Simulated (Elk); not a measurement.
**Input and output of a self-consistent single point for Bi2Te3 (R-3m, 5 atoms in the cell) (Elk)**

Level of theory: PBE, all-electron FP-LAPW, Elk's shipped species files, APW+lo basis with extra local orbitals run with Elk 10.2.4.

Input:

```
tasks
  0

xctype
  20

rgkmax
  7.5

gmaxvr
  16.0

nxlo
  2

lorbcnd
  .true.

lmaxi
  3

swidth
  0.000734986

maxscl
  100

scale
  21.34669773

avec
    0.1998998780    0.1154122231    0.9729954047
   -0.1998998780    0.1154122231    0.9729954047
    0.0000000000   -0.2308245220    0.9729953957

sppath
  'species/'

atoms
  2
  'Bi.in'
  2
  0.6031700000  0.6031700000  0.6031700000    0.0 0.0 0.0
  0.3968300000  0.3968300000  0.3968300000    0.0 0.0 0.0
  'Te.in'
  3
  0.7831930000  0.7831930000  0.7831930000    0.0 0.0 0.0
  0.2168070000  0.2168070000  0.2168070000    0.0 0.0 0.0
  0.0000000000  0.0000000000  0.0000000000    0.0 0.0 0.0

ngridk
  4 4 4
```

Output (repeated stretches shortened):

```
│ Elk code version 10.2.4 │

All units are atomic (Hartree, Bohr, etc.)

│ Ground-state run starting from atomic densities │

Lattice vectors :
   4.267202272       2.463669841       20.77023880
  -4.267202272       2.463669841       20.77023880
   0.000000000      -4.927341300       20.77023860

Unit cell volume      :    1310.142607
Brillouin zone volume :   0.1893306974

Muffin-tin inner radius fraction :   0.1000000000E-01

Nuclei treated as point charges

Species :    1 (Bi)
 parameters loaded from : Bi.in
 name : bismuth
 nuclear charge    :   -83.00000000
 electronic charge :    83.00000000
 atomic mass :    380947.9282
 muffin-tin radius :    2.800000000
 number of radial points in muffin-tin :    697
 atomic positions (lattice), magnetic fields (Cartesian) :
   1 :   0.10317000  0.10317000  0.10317000    0.00000000  0.00000000  0.00000000
   2 :  -0.10317000 -0.10317000 -0.10317000    0.00000000  0.00000000  0.00000000

Species :    2 (Te)
 parameters loaded from : Te.in
 name : tellurium
 nuclear charge    :   -52.00000000
 electronic charge :    52.00000000
 atomic mass :    232600.5707
 muffin-tin radius :    2.600000000
 number of radial points in muffin-tin :    597
 atomic positions (lattice), magnetic fields (Cartesian) :
   1 :   0.28319300  0.28319300  0.28319300    0.00000000  0.00000000  0.00000000
   2 :  -0.28319300 -0.28319300 -0.28319300    0.00000000  0.00000000  0.00000000
   3 :   0.50000000  0.50000000  0.50000000    0.00000000  0.00000000  0.00000000

Total number of atoms per unit cell :    5

Spin treatment :
 spin-unpolarised

Number of Bravais lattice symmetries :   12
Number of crystal symmetries         :   12
Crystal has inversion symmetry
Real symmetric eigensolver will be used

k-point grid :      4     4     4
k-point offset :    0.000000000       0.000000000       0.000000000
k-point set is reduced with full crystal symmetry group
Total number of k-points :       13

   [... lines left out ...]
 potential will be trimmed for |G| > 2 gkmax
Constant for pseudocharge density :   11
Radial integration step length :    4

G-vector grid sizes :    112   112   112
Number of G-vectors :    90693

Maximum angular momentum used for
 APW functions                      :    8
 outer part of muffin-tin           :    6
 inner part of muffin-tin           :    3

Total nuclear charge    :   -322.0000000
Total core charge       :    244.0000000
Total valence charge    :    78.00000000
Total excess charge     :    0.000000000
Total electronic charge :    322.0000000

Effective Wigner radius, rₛ :   0.9903560595

Number of empty states         :   20
Total number of valence states :   59
Total number of core states    :  244

Conduction state local-orbitals added automatically
Total number of local-orbitals :  400

Exchange-correlation functional :     20     0     0
 Perdew-Burke-Ernzerhof, Phys. Rev. Lett. 77, 3865 (1996)
 gradient requirement :    1
 generalised gradient approximation (GGA)

Smearing type :    3
 Fermi-Dirac
Smearing width :   0.7349860000E-03
Effective electronic temperature (K) :    232.0902224

Mixing type :    3
 Broyden mixing, J. Phys. A: Math. Gen. 17, L317 (1984)

Kohn-Sham potential initialised from atomic data
│ Self-consistent loop started │
│ Loop number : 1 │
 total energy                :     -63573.0430600
│ Loop number : 2 │
 total energy                :     -63573.3459404
RMS change in Kohn-Sham potential (target) :   0.1376095411     (  0.1000000000E-05)
Absolute change in total energy (target)   :   0.3028803690     (  0.1000000000E-03)
│ Loop number : 3 │
 total energy                :     -63572.5510493
RMS change in Kohn-Sham potential (target) :   0.1378957198     (  0.1000000000E-05)
Absolute change in total energy (target)   :   0.7191710091     (  0.1000000000E-03)
│ Loop number : 4 │
 total energy                :     -63571.4813189
RMS change in Kohn-Sham potential (target) :   0.1241400226     (  0.1000000000E-05)
Absolute change in total energy (target)   :    1.249523095     (  0.1000000000E-03)
│ Loop number : 5 │
 total energy                :     -63563.8469602
RMS change in Kohn-Sham potential (target) :   0.6783404608E-01 (  0.1000000000E-05)
Absolute change in total energy (target)   :    7.946739521     (  0.1000000000E-03)
   [... lines left out ...]
Absolute change in total energy (target)   :   0.1566798150E-02 (  0.1000000000E-03)
│ Loop number : 14 │
 total energy                :     -63554.4693470
RMS change in Kohn-Sham potential (target) :   0.1916623104E-05 (  0.1000000000E-05)
Absolute change in total energy (target)   :   0.2359999358E-02 (  0.1000000000E-03)
│ Loop number : 15 │
 total energy                :     -63554.4686494
RMS change in Kohn-Sham potential (target) :   0.8742743874E-06 (  0.1000000000E-05)
Absolute change in total energy (target)   :   0.1287662199E-02 (  0.1000000000E-03)
│ Loop number : 16 │
 total energy                :     -63554.4687457
RMS change in Kohn-Sham potential (target) :   0.2201927223E-06 (  0.1000000000E-05)
Absolute change in total energy (target)   :   0.2255636718E-03 (  0.1000000000E-03)
│ Loop number : 17 │
 total energy                :     -63554.4688070
RMS change in Kohn-Sham potential (target) :   0.1070164283E-06 (  0.1000000000E-05)
Absolute change in total energy (target)   :   0.4858506145E-05 (  0.1000000000E-03)
Convergence targets achieved

│ Loop number : 18 │

Energies :
 Fermi                       :     0.155444337880
 sum of eigenvalues          :     -39156.9889236
 electron kinetic            :      72054.3910485
 core electron kinetic       :      71255.3723764
 Coulomb                     :     -134282.475211
 Coulomb potential           :     -109477.826065
 nuclear-nuclear             :     -3806.19629610
 electron-nuclear            :     -151474.731764
 Hartree                     :      20998.4528493
 Madelung                    :     -79543.5621780
 xc potential                :     -1733.55390694
 exchange                    :     -1307.87774134
 correlation                 :     -18.5069258790
 electron entropic           :    -0.234622026773E-09
 total energy                :     -63554.4688293

Density of states at Fermi energy :   0.2713793296E-04
 (states/Hartree/unit cell)

Estimated indirect band gap :   0.2199619402E-01
 from k-point      1 to k-point      1
Estimated direct band gap   :   0.2199619402E-01
 at k-point      1

Charges :
 core                        :    244.0000000
 valence                     :    78.00000000
 interstitial                :    10.41012278
 muffin-tins (core leakage)
  species :    1 (Bi)
   atom    1                 :    80.98463163     (  0.6653259975E-03)
   atom    2                 :    80.98463163     (  0.6653259975E-03)
  species :    2 (Te)
   atom    1                 :    49.85770114     (  0.3982966314E-03)
   atom    2                 :    49.85770114     (  0.3982966314E-03)
   atom    3                 :    49.90521167     (  0.3997394035E-03)
 total in muffin-tins        :    311.5898772
 total calculated charge     :    321.9881950
 total charge                :    322.0000000
 error                       :   0.1180503320E-01

│ Self-consistent loop stopped │
```

The run converged in 18 iterations. The count includes the last loop, which Elk runs after its targets are met.

The starting cell comes from a database of computed structures (which also holds hypothetical and non-ambient phases and stackings), without a prior relaxation at this level. Its lattice was rescaled by a random factor within 2.5 % of one. Spin-orbit coupling is off. Values depend on the basis (sphere radii, cutoffs, local orbitals), which need not be converged.

Cost on one core of a shared machine: roughly 2 min.
